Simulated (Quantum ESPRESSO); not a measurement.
A self-consistent single point of NaMgF3 (P1, 5 atoms in the cell) with Quantum ESPRESSO.

Computed with PBEsol, GBRV 1.5 ultrasoft (PBESOL) pseudopotentials (plane waves; Quantum ESPRESSO 7.5).

The change in words: atoms moved at random. Reference geometry:
```
NaMgF3
1.0
    4.01998     0.00000     0.00000
    0.00000     4.01998     0.00000
    0.00000     0.00000     4.01998
Na Mg F
1 1 3
Direct
  0.00000   0.00000   0.00000
  0.50000   0.50000   0.50000
  0.50000   0.50000   0.00000
  0.00000   0.50000   0.50000
  0.50000   0.00000   0.50000
```

Reference input (self-consistent single point, DFT, PBEsol, plane waves, GBRV 1.5 ultrasoft (PBESOL) pseudopotentials): ecutwfc = 40 Ry; ecutrho = 200 Ry; occupations = fixed; K_POINTS = automatic 8 8 8 0 0 0; nbnd = 22; conv_thr = 1e-08 Ry. This run's input differs from it in these lines:

```diff
@@ -25,7 +25,7 @@
 ATOMIC_POSITIONS crystal
-Na    0.0000000000    0.0000000000    0.0000000000
-Mg    0.5000000000    0.5000000000    0.5000000000
-F     0.5000000000    0.5000000000    0.0000000000
-F     0.0000000000    0.5000000000    0.5000000000
-F     0.5000000000    0.0000000000    0.5000000000
+Na    0.0001840000    0.0054980000    0.0075190000
+Mg    0.4926930000    0.4936410000    0.5164740000
+F     0.5091400000    0.4922770000   -0.0161280000
+F     0.0143720000    0.5161510000    0.4968420000
+F     0.4836110000   -0.0075660000    0.4952940000
 K_POINTS automatic
```

Output, abridged:

```
     Self-consistent Calculation

     iteration #  1     ecut=    40.00 Ry     beta= 0.70

     total energy              =    -366.31985454 Ry
     estimated scf accuracy    <       0.42447448 Ry

     iteration #  2     ecut=    40.00 Ry     beta= 0.70

     total energy              =    -366.43502375 Ry
     estimated scf accuracy    <       0.36357434 Ry

     iteration #  3     ecut=    40.00 Ry     beta= 0.70

     total energy              =    -366.50320534 Ry
     estimated scf accuracy    <       0.00263227 Ry

   [... 3 blocks of this kind left out ...]

     iteration #  7     ecut=    40.00 Ry     beta= 0.70

     total energy              =    -366.50358412 Ry
     estimated scf accuracy    <       0.00000029 Ry

     iteration #  8     ecut=    40.00 Ry     beta= 0.70
     End of self-consistent calculation

     Number of k-points >= 100: set verbosity='high' to print the bands.

     highest occupied, lowest unoccupied level (ev):     0.8603    6.4325

!    total energy              =    -366.50358418 Ry
     estimated scf accuracy    <          1.8E-09 Ry

     convergence has been achieved in   8 iterations

     Forces acting on atoms (cartesian axes, Ry/au):

     atom    1 type  1   force =     0.00072652   -0.00223024    0.00215460
     atom    2 type  2   force =     0.02055694    0.00348688   -0.03910087
     atom    3 type  3   force =     0.00298407   -0.00329394    0.04116888
     atom    4 type  3   force =    -0.03160645   -0.00762124   -0.00241259
     atom    5 type  3   force =     0.00733892    0.00965855   -0.00181001

     Total force =     0.070012     Total SCF correction =     0.000050

          total   stress  (Ry/bohr**3)                   (kbar)     P=      -45.16
  -0.00031318   0.00000575   0.00001617          -46.07        0.85        2.38
   0.00000575  -0.00037059  -0.00000160            0.85      -54.52       -0.24
   0.00001617  -0.00000160  -0.00023722            2.38       -0.24      -34.90

   JOB DONE.
```

The run converged in 8 iterations. Against the reference run the free energy rises by 21.8 meV/atom, the pressure goes from -5.56 to -4.52 GPa, the largest force goes from 0.000 to 1.139 eV/Å and the gap on the mesh goes from 5.606 to 5.572 eV.

The starting cell comes from a database of computed structures (which also holds hypothetical and non-ambient phases and stackings), without a prior relaxation at this level. Its lattice was rescaled by a random factor within 2.5 % of one. For this run, on top of that: atoms moved at random. With a pressure of about -5 GPa the cell is away from its equilibrium volume at this level. Forces in this geometry exceed 1 eV/Å.

Cost on one core of a shared machine: roughly 2 min.
